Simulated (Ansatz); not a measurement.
SrO (P6₃/mmc, No. 194, 4 atoms in the cell; start mp-754824; a measured phase of this formula has another space group), treated with LDA (Ansatz, a program for electronic structure, plane waves, PAW).

Run with plane-wave cutoff 520 eV, 12×12×8 k mesh (along the axes of the cell as run), Fermi–Dirac smearing 0.01 eV, scalar-relativistic PAW data made under PBE.

Cell (relaxed at this level):

```cif
data_O2Sr2
_chemical_formula_sum 'Sr2 O2'
_space_group_name_H-M_alt 'P63/mmc'
_space_group_IT_number 194
_space_group_name_Hall '-P 6c 2c'
_cell_length_a 4.18943
_cell_length_b 4.18943
_cell_length_c 5.04972
_cell_angle_alpha 90.000
_cell_angle_beta 90.000
_cell_angle_gamma 120.000
loop_
_atom_site_label
_atom_site_type_symbol
_atom_site_symmetry_multiplicity
_atom_site_Wyckoff_symbol
_atom_site_fract_x
_atom_site_fract_y
_atom_site_fract_z
_atom_site_occupancy
Sr1 Sr 2 d 0.66667 0.33333 0.25000 1
O1 O 2 c 0.33333 0.66667 0.25000 1
```

Q: Predict the band gap.

A: 
* **band gap**: 2.64 eV

Spin–orbit coupling is not included.

Static lattice: no zero-point or thermal effects.

A start named mp-… is a Materials Project structure, which need not be a measured phase.
